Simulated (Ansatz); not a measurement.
## How far to go with the k-point mesh: WS2 (R3m, 3 atoms in the cell)

```yaml
crystal:
  lattice:
    - [1.58766, 0.91663, 6.47033]
    - [-1.58766, 0.91663, 6.47033]
    - [0.00000, -1.83327, 6.47033]
  atoms:
    - { symbol: W, position: [0.00325, 0.00325, 0.00325] }
    - { symbol: S, position: [0.41411, 0.41411, 0.41411] }
    - { symbol: S, position: [0.25392, 0.25392, 0.25392] }
```

Method: LDA (PW92), default PAW files made with PBE (plane waves; Ansatz, a quantum-chemistry and plane-wave program).

Base settings: basis.ecutwfc = 420 eV; kpoints.mp_grid.grid = 9 9 9; hamiltonian.xc = lda; hamiltonian.pseudopotentials = {kind: paw} (the program's default PAW files); scf.occupations.method = fixed.

The second cell is the first with its lattice scaled by 0.98.

Only quantities that move along the ladder and can be compared are tabulated.

The count of work is k-points × plane waves × bands × iterations; it is no time. 

The starting cell comes from a database of computed structures (which also holds hypothetical and non-ambient phases and stackings), without a prior relaxation at this level. Its lattice was rescaled by up to half a per cent. One atom was moved a little off its site on purpose. In the base run, with a pressure of about -4 GPa the cell is away from its equilibrium volume at this level. In the base run, forces exceed 1 eV/Å. Ansatz's pressure includes its estimate of the finite-basis (Pulay) stress.

| kpoints.mp_grid.grid | free energy less the last step's (meV/atom) | energy of the compressed cell less the first (meV/atom) | pressure (GPa) | largest difference of a force vector from the last step's (eV/Å) | count of work / last |
|---|---|---|---|---|---|
| 2 2 2 | 344.70 | 25.49 | -1.44 | 0.633 | 0.0024 |
| 3 3 3 | 8.98 | 4.58 | -4.20 | 0.228 | 0.0036 |
| 4 4 4 | -18.82 | 2.09 | -4.53 | 0.058 | 0.0079 |
| 5 5 5 | 0.08 | 5.20 | -4.13 | 0.002 | 0.012 |
| 6 6 6 | 0.73 | 5.13 | -4.13 | 0.007 | 0.019 |
| 7 7 7 | -0.35 | 5.02 | -4.15 | 0.002 | 0.027 |
| 8 8 8 | 0.06 | 5.09 | -4.14 | 0.000 | 0.039 |
| 9 9 9 | 0.06 | 5.08 | -4.14 | 0.001 | 0.051 |
| 10 10 10 | -0.03 | 5.07 | -4.14 | 0.000 | 0.070 |
| 11 11 11 | 0.00 | 5.07 | -4.14 | 0.000 | 0.088 |
| 13 13 13 | 0.00 | 5.07 | -4.14 | 0.000 | 0.14 |
| 14 14 14 | 0.00 | 5.07 | -4.14 | 0.000 | 0.17 |
| 16 16 16 | 0.00 | 5.07 | -4.14 | 0.000 | 0.25 |
| 17 17 17 | 0.00 | 5.07 | -4.14 | 0.000 | 0.30 |
| 19 19 19 | 0.00 | 5.07 | -4.14 | 0.000 | 0.41 |
| 21 21 21 | 0.00 | 5.07 | -4.14 | 0.000 | 0.54 |
| 23 23 23 | 0.00 | 5.07 | -4.14 | 0.000 | 0.70 |
| 26 26 26 | 0.00 | 5.07 | -4.14 | 0.000 | 1.0 |

Coarsest kpoints.mp_grid.grid that holds the energy of the compressed cell less the first within 0.2 meV/atom of the last step, with all finer ones: 5 5 5, at 0.012 of the last step's count of work; the step before is off by 3.0 meV/atom.

Coarsest kpoints.mp_grid.grid that holds the free energy within 1 meV/atom of the last step, with all finer ones: 5 5 5, at 0.012 of the last step's count of work; the step before is off by 19 meV/atom.

Coarsest kpoints.mp_grid.grid that holds the forces within 0.01 eV/Å of the last step, with all finer ones: 5 5 5, at 0.012 of the last step's count of work; the step before is off by 0.058 eV/Å.

Keys are those of Ansatz 0.2.
